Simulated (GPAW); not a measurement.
**GPAW run on RbPbF₃ (Pm-3m, 5 atoms in the cell): self-consistent single point**

Computed with PBEsol, GPAW PAW datasets PBEsol (made by gpaw-setup) (plane waves; GPAW).

This input was run:

```python
from ase import Atoms
from ase.units import GPa
from gpaw import GPAW

atoms = Atoms(['Rb', 'Pb', 'F', 'F', 'F'],
              cell=[[4.861720, 0.000000, 0.000000],
                    [0.000000, 4.861720, 0.000000],
                    [0.000000, 0.000000, 4.861720]],
              scaled_positions=[[0.000000, 0.000000, 0.000000],
                                [0.500000, 0.500000, 0.500000],
                                [0.000000, 0.500000, 0.500000],
                                [0.500000, 0.000000, 0.500000],
                                [0.500000, 0.500000, 0.000000]],
              pbc=True)

calc = GPAW(mode={'name': 'pw', 'ecut': 900},
            xc='PBEsol',
            kpts={'size': (4, 4, 4), 'gamma': True},
            occupations={'name': 'fixed-uniform'},
            nbands=-8,
            convergence={'density': 1e-05, 'energy': 1e-05, 'bands': -6},
            symmetry={'symmorphic': False, 'tolerance': 0.0005},
            maxiter=150)

atoms.calc = calc

energy = atoms.get_potential_energy()
print('Energy (eV):', round(energy, 6))
forces = atoms.get_forces()
print('Forces (eV/Ang):')
print(forces.round(5))
stress = atoms.get_stress()
print('Stress (GPa, Voigt):', (stress / GPa).round(4))
```

Log, with long lists cut:

```
Input parameters:
  convergence: {bands: -6,
                density: 1e-05,
                energy: 1e-05}
  kpts: {gamma: True,
         size: (4, 4, 4)}
  maxiter: 150
  mode: {ecut: 900,
         name: pw}
  nbands: -8
  occupations: {name: fixed-uniform}
  symmetry: {symmorphic: False,
             tolerance: 0.0005}
  xc: PBEsol

species:
  Rb:
    name: Rubidium
    Z: 37.0
    valence: 9
    core: 28
    charge: 0.0
    file: Rb.PBEsol.gz

    # Using partial waves for Rb as LCAO basis

  Pb:
    name: Lead
    Z: 82.0
    valence: 14
    core: 68
    charge: 0.0
    file: Pb.PBEsol.gz

    # Using partial waves for Pb as LCAO basis

  F:
    name: Fluorine
    Z: 9.0
    valence: 7
    core: 2
    charge: 0.0
    file: F.PBEsol.gz

    # Using partial waves for F as LCAO basis

Reference energy: -656293.965415  # eV

Spin-paired calculation

Convergence criteria:
 Maximum [total energy] change in last 3 cyles: 1e-05 eV / valence electron
 Maximum integral of absolute [dens]ity change: 1e-05 electrons / valence electron
 Maximum integral of absolute [eigenst]ate change: 4e-08 eV^2 / valence electron
 Maximum number of scf [iter]ations: 150

Symmetries present (total): 48
Symmetries with fractional translations: 0
64 k-points: 4 x 4 x 4 Monkhorst-Pack grid + [1/8,1/8,1/8]
10 k-points in the irreducible part of the Brillouin zone
       k-points in crystal coordinates                weights
   0:     0.00000000    0.00000000    0.00000000          1/64
   1:     0.25000000    0.00000000    0.00000000          6/64
   2:     0.25000000    0.25000000    0.00000000         12/64
   [... 7 lines left out ...]

Wave functions: Plane wave expansion
  Cutoff energy: 900.000 eV
  Number of coefficients (min, max): 7000, 7088
  Pulay-stress correction: 0.000000 eV/Ang^3 (de/decut=0.000000)

Occupation numbers: # Uniform distribution of occupation numbers

Eigensolver

Densities:
  Coarse grid: 35*35*35 grid
  Fine grid: 70*70*70 grid
  Total Charge: 0.000000

Density mixing:
  Method: separate
  Backend: pulay
  Linear mixing parameter: 0.05
  old densities: 5
  Damping of long wavelength oscillations: 50

Hamiltonian:
  XC and Coulomb potentials evaluated on a 70*70*70 grid
  External potential:
    NoExternalPotential

XC parameters: PBEsol with 2 nearest neighbor stencil

Number of atoms: 5
Number of atomic orbitals: 26
Number of bands in calculation: 30
Number of valence electrons: 44
Bands to converge: 24

Density initialized from atomic densities
  26 bands from LCAO basis set
  4 bands from random numbers

Atomic positions and initial magnetic moments

Positions:
   0 Rb     0.000000    0.000000    0.000000    ( 0.0000,  0.0000,  0.0000)
   1 Pb     2.430860    2.430860    2.430860    ( 0.0000,  0.0000,  0.0000)
   2 F      0.000000    2.430860    2.430860    ( 0.0000,  0.0000,  0.0000)
   3 F      2.430860    0.000000    2.430860    ( 0.0000,  0.0000,  0.0000)
   4 F      2.430860    2.430860    0.000000    ( 0.0000,  0.0000,  0.0000)

Unit cell:
           periodic     x           y           z      points  spacing
  1. axis:    yes    4.861720    0.000000    0.000000    35     0.1389
  2. axis:    yes    0.000000    4.861720    0.000000    35     0.1389
  3. axis:    yes    0.000000    0.000000    4.861720    35     0.1389

  Lengths:   4.861720   4.861720   4.861720
  Angles:   90.000000  90.000000  90.000000

Effective grid spacing dv^(1/3) = 0.1389

     iter     time        total  log10-change:
                         energy   eigst   dens
iter:   1 --:--:--   -25.302428   +0.11
iter:   2 --:--:--   -24.743705   -0.76  -1.19
iter:   3 --:--:--   -23.387036   -0.51  -1.24
iter:   4 --:--:--   -23.865942   -0.23  -1.44
iter:   5 --:--:--   -23.287990   -0.59  -1.51
iter:   6 --:--:--   -23.220039   -2.17  -1.85
iter:   7 --:--:--   -23.247975   -1.80  -2.43
iter:   8 --:--:--   -23.221901   -2.43  -2.12
iter:   9 --:--:--   -23.220743   -3.16  -2.74
iter:  10 --:--:--   -23.220856   -4.44  -2.96
iter:  11 --:--:--   -23.220932c  -4.95  -3.16
iter:  12 --:--:--   -23.220932c  -4.79  -3.72
iter:  13 --:--:--   -23.220922c  -6.03  -3.84
iter:  14 --:--:--   -23.220921c  -6.56  -4.15
iter:  15 --:--:--   -23.220920c  -6.26  -4.21
iter:  16 --:--:--   -23.220920c  -7.22  -4.53
iter:  17 --:--:--   -23.220920c  -7.90c -4.51
iter:  18 --:--:--   -23.220920c  -8.14c -4.51
iter:  19 --:--:--   -23.220920c  -7.64c -4.41
iter:  20 --:--:--   -23.220920c  -8.56c -4.74
iter:  21 --:--:--   -23.220920c  -7.31  -4.69
iter:  22 --:--:--   -23.220920c  -8.98c -4.79
iter:  23 --:--:--   -23.220920c  -8.34c -4.73
iter:  24 --:--:--   -23.220920c  -8.46c -4.79
iter:  25 --:--:--   -23.220920c  -9.74c -4.76
iter:  26 --:--:--   -23.220920c  -7.49c -4.77
iter:  27 --:--:--   -23.220920c  -7.35  -4.86
iter:  28 --:--:--   -23.220920c  -8.60c -5.08c

Converged after 28 iterations.

Dipole moment: (0.000000, -0.000000, 0.000000) |e|*Ang

Energy contributions relative to reference atoms: (reference = -656293.965415)

Kinetic:        +31.167718
Potential:      -32.042030
External:        +0.000000
XC:             -22.279745
Entropy (-ST):   +0.000000
Local:           -0.066863
SIC:             +0.000000
--------------------------
Free energy:    -23.220920
Extrapolated:   -23.220920

Showing only first 2 kpts
 Kpt  Band  Eigenvalues  Occupancy
  0    20     -1.02771    2.00000
  0    21     -1.02771    2.00000
  0    22      6.15838    0.00000
  0    23      7.93372    0.00000

  1    20     -1.04526    2.00000
  1    21     -0.58691    2.00000
  1    22      6.04848    0.00000
  1    23      7.89921    0.00000

Fermi level: 3.85417

Gap: 2.899 eV
Transition (v -> c):
  (s=0, k=9, n=21, [0.50, 0.50, 0.50]) -> (s=0, k=9, n=22, [0.50, 0.50, 0.50])
No difference between direct/indirect transitions
Energy (eV): -23.22092

Forces in eV/Ang:
  0 Rb    0.00000    0.00000    0.00000
  1 Pb   -0.00000    0.00000    0.00000
  2 F    -0.00000   -0.00000   -0.00000
  3 F     0.00000   -0.00000   -0.00000
  4 F    -0.00000   -0.00000   -0.00000

Stress tensor:
     0.017270    -0.000000     0.000000
    -0.000000     0.017270     0.000000
     0.000000     0.000000     0.017270
Stress (GPa, Voigt): [ 2.7669  2.7669  2.7669  0.      0.     -0.    ]
```

The run converged in 28 iterations. GPAW prints stress with tension positive.

At such cutoffs GPAW's stress carries a finite-basis (Pulay) error, which enters relaxed cells too; its log prints stress with tension positive.

The starting cell comes from a database of computed structures (which also holds hypothetical and non-ambient phases and stackings), without a prior relaxation at this level. Spin-orbit coupling is off.

Cost on one core of a shared machine: roughly 60 s.
